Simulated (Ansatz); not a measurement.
```
SiO2
1.0
    4.90451     0.00000     0.00000
    0.00000     4.90451     0.00000
    0.00000     0.00000     6.84898
Si O
4 8
Cartesian
  1.52632   1.52632   0.00000
  3.97858   0.92593   5.13674
  0.92593   3.97858   1.71225
  3.37819   3.37819   3.42449
  1.14910   0.63065   1.30374
  3.60136   1.82161   3.83300
  1.30315   3.08291   0.40850
  3.75541   4.27386   4.72823
  4.27386   3.75541   2.12075
  1.82161   3.60136   3.01599
  3.08291   1.30315   6.44048
  0.63065   1.14910   5.54524
```

No spin polarisation.

Method: PBE/PAW in Ansatz (a quantum-chemistry and plane-wave program), no SOC. k-mesh 5×5×4 (Γ-centred); smearing 0.05 eV (Fermi–Dirac).

Question: What pressure (mean of the normal stresses, compression positive) does the calculation give?

Answer: 2.08 GPa.

Question: Predict the valence-band top at Γ (three highest levels, from the VBM).

Answer: 0.00, -0.41, -0.41 eV.

The levels and masses belong to the bands next to the band gap. The cells carry an imposed strain or load. No phonon test of stability was made. The cell was made from SiO$_{2}$ (space group P4_12_12, No. 92) by this change: isotropic strain −3.54 %.
